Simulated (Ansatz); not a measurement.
Start from CdS in the zinc blende structure (space group F-43m, No. 216).

```xyz
2
Lattice="0.0000 2.9389 2.9389 2.9389 0.0000 2.9389 2.9389 2.9389 0.0000" Properties=species:S:1:pos:R:3 pbc="T T T"
S      4.4084     4.4084     4.4084
Cd     0.0000     0.0000     0.0000
```

Cartesian axes are those of the cell as printed.

Method: r2SCAN (Ansatz, an electronic-structure program; PAW; 500 eV plane waves; no spin-orbit coupling).

For the base:

The band gap is 1.54 eV, the shortest interatomic distance is 2.545 Å and the valence-band top at Γ is 0.00, 0.00, 0.00 eV.

One thing is altered: a free-standing slab of 3 layers (6 atoms, 2 a layer) is cut normal to [110], with 15 Å of vacuum and the in-plane cell held at bulk.

What happens to the band gap, change of the spacing d12 from its bulk value of 2.078 Å, shortest interatomic distance, gap character and valence-band top at Γ?

The band gap grows by 0.62 eV to 2.16 eV; the change of the spacing d12 from its bulk value of 2.078 Å amounts to -6.0 %; the shortest interatomic distance drops by 0.085 Å, from 2.545 Å to 2.460 Å; the gap character amounts to direct at Γ; the valence-band top at Γ (three highest levels, from the VBM) becomes 0.00, -0.38, -0.39 eV (base: 0.00, 0.00, 0.00 eV).

No phonon test of stability was made. Labels are those of the standard path for the cell's own space group.
